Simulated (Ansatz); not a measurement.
Structure of amorphous Si$_{12}$Ga$_{12}$O$_{42}$ (periodic cell):

```
Ga2O7Si2
1.0
    9.34741     0.27354     0.32746
    0.27354     9.80258    -0.05357
    0.32746    -0.05357    10.05023
Si Ga O
12 12 42
Cartesian
  7.80284   5.50515   9.33244
  0.76392   3.45423   8.36503
  4.18244   4.86957   4.69534
  5.57638   8.34787  10.01948
  6.59830   4.81473   6.67608
  3.14146   0.52685   1.72357
  0.82572   7.23771   8.18459
  8.53913   4.62947   3.60970
  1.11489   8.26502   2.30541
  4.04436   1.65847   7.77061
  1.84669   1.14738   7.04398
  3.00733   3.22723   0.14565
  7.62460   7.40967   1.83415
  9.69581   9.04549   5.86540
  5.79984   2.90625   3.47868
  8.78733   9.58635  10.21260
  5.19923   5.27297   1.61595
  6.25660   8.98270   6.95058
  6.97655   1.71456   6.09386
  2.72259   6.46738   0.40199
  1.19970   5.38378   5.64293
  7.79872   3.12544   1.15516
  6.50490   6.83996   4.42546
  5.59156   9.55654   3.91886
  6.82966   8.57406   0.43182
  6.60370   5.27757   8.29136
  7.27907   6.12145   5.95073
  0.80307   7.15661   6.49529
  3.01656   2.30551   6.63098
  0.92839   4.57090   7.26159
  6.47838   8.18345   3.06767
  7.97524   9.75655   6.40484
  8.85768   6.68340   9.07207
  4.11755   3.42864   3.96112
  9.80154   9.08126   8.78771
  5.53430   8.36459   5.38470
  9.02337   3.89373   2.23384
  7.29358   3.32695   6.82093
  1.95632   9.59542   1.82410
  5.09033   5.78873   3.53483
  1.88677   3.53077   9.54545
  0.36657   4.44792   4.36280
  5.44679   1.05611   7.16003
  6.89371   5.86177   0.80006
  7.23734   3.82532   4.20270
  2.19817   6.73083   8.88099
  3.52900   4.69809   0.75371
  9.14160   8.50203   1.57157
  4.32725   9.64324   0.48151
  4.36514   2.67423   9.00862
  2.87506   2.08190   1.27319
  5.60982   8.19346   8.41351
  3.92657   0.50577   3.12815
  4.54672   7.03037   0.64162
  0.48191   8.30174   3.78347
  8.00295   6.18645   3.25319
  6.30900   1.31546   4.36369
  5.07153   4.73493   6.09090
  8.64625   4.05421   9.51356
  5.97121   3.49069   1.67728
  1.94138   6.90543   1.98018
  1.31818   0.26062   5.83939
  0.62208   1.92590   7.82061
  7.65484   1.44042   0.66437
  2.93750   0.46025   8.13143
  2.86852   5.69415   5.03746
```

Methods: PBE, scalar-relativistic without spin-orbit coupling (Ansatz, a quantum-chemistry and plane-wave program); r2SCAN, scalar-relativistic without spin-orbit coupling (Ansatz); HSE06, scalar-relativistic without spin-orbit coupling (Ansatz). Neutral PBE cell, which sets geometry, pressure and energy: sampling: a 2×2×2 Γ-centred mesh; Fermi-Dirac width 0.02 eV; no spin polarisation. Exact exchange is cut at the faces of this 9 Å cell, which leaves hybrid gaps a finite-size error.

It comes from a melt-quench run on a machine-learned potential (CHGNet), relaxed afterwards by DFT. O atoms were pushed apart under 1.9 Å during the dynamics, to hinder bonds among them. The hot cell started wider than the set density and was brought back towards it in steps. It is the lowest in DFT energy of 2 quenches. It is a model cell: composition and starting density were chosen by hand, and all elements were melted together. No dispersion term was used. Its density started from a set value of 3.49 and ended at 3.33 g/cm³. The simulated quench (nominally 240 K/ps over its main leg) is rapid and tends to freeze in more defects than a deposited or slowly cooled glass has. Values belong to this one cell and scatter from quench to quench. Volume and shape were free in the relaxation.

Q: Give the pressure, the energy against reference phases and the spacing of the highest filled and lowest empty levels.

A: 
| Item | Value |
|---|---|
| Pressure on a 2×2×2 Γ-centred mesh | 0.04 GPa |
| Largest force and stress component on that mesh (the relaxation ran on the zone centre alone) | 0.05 eV/Å and 0.1 GPa |
| Energy relative to alpha cristobalite + beta Ga2O3 (lowest mix at this level among the phases computed, not always the ambient ones) | 0.137 eV/atom |
| Level gap on a 2×2×2 Γ-centred mesh (PBE) | 2.78 eV |
| Level gap at the zone centre (PBE) | 2.82 eV |
| Level gap at the zone centre (r2SCAN) | 3.39 eV |
| Level gap at the zone centre (HSE06) | 4.59 eV |
| Distance between the nearest levels spread over more than a fifth of the atoms or a third of the atoms of their main element (six at least) (PBE, zone centre) | 3.37 eV |

Q: At PBE and the zone centre, how localised are the states just below and above the Fermi level (participation number: the atoms over which a state spreads)?

A: The highest filled state is spread over 5.4 atoms' worth, largest on O45, with weights by element (charge in smoothed Voronoi cells) O 0.95, Ga 0.03, Si 0.02. The lowest empty state is spread over 41.4 atoms' worth, largest on Ga19, with weights by element (charge in smoothed Voronoi cells) O 0.56, Ga 0.37, Si 0.08.

At PBE the levels at the filled edge of the gap are localised (band-tail or defect states), and the nearest spread-out levels lie 3.4 eV apart at the zone centre.

Bonds are counted up to Si-Si 2.60 Å, Si-Ga 2.56 Å, Si-O 1.92 Å, Ga-Ga 2.68 Å, Ga-O 2.26 Å, O-O 1.58 Å. Two cations that share two anions don't count as bonded, nor two that share one unless they lie closer than Si-Si 2.38 Å, Si-Ga 2.49 Å, Ga-Ga 2.61 Å.

Added carriers, by Ansatz with PBE, scalar-relativistic without spin-orbit coupling on the zone centre alone. Charged cells keep the cell fixed and stand in a uniform background, with no image correction, at a width of 0.01 eV; where the count is odd the moment is locked at 1 μB, unless the neutral cell bore moments. Each starts from the undistorted neutral geometry alone. PBE's self-interaction favours spread-out carriers, so it can miss traps that a hybrid finds.

Q: What happens at PBE when the cell takes an extra electron and the atoms relax?

A: Relaxation lowers the charged cell by 0.07 eV. The largest moves are O64 0.07 Å, O52 0.07 Å, O62 0.06 Å, O41 0.06 Å. The level that holds the added charge spreads over 38.6 atoms' worth, most on Ga17 (weight 0.07): a carrier spread over the cell. No bond crosses its cut-off with a change of over 0.15 Å (metal-metal contacts aside). Made neutral again at that geometry, the cell lies +0.08 eV from the neutral start.

Q: What happens at PBE when the cell takes a hole and the atoms relax?

A: Relaxation lowers the charged cell by 0.29 eV. The largest moves are Ga15 0.59 Å, O53 0.49 Å, O38 0.33 Å, O39 0.28 Å. The level that was emptied spreads over 2.9 atoms' worth, most on O45 (weight 0.55): a localised (trapped) carrier, which neighbours of that atom can share. Bonds broken: Ga15-O45. Bonds formed: Ga15-O53. Made neutral again at that geometry, the cell lies +1.38 eV from the neutral start (a closed shell was imposed there, with levels 0.55 eV apart, so this is an upper bound).
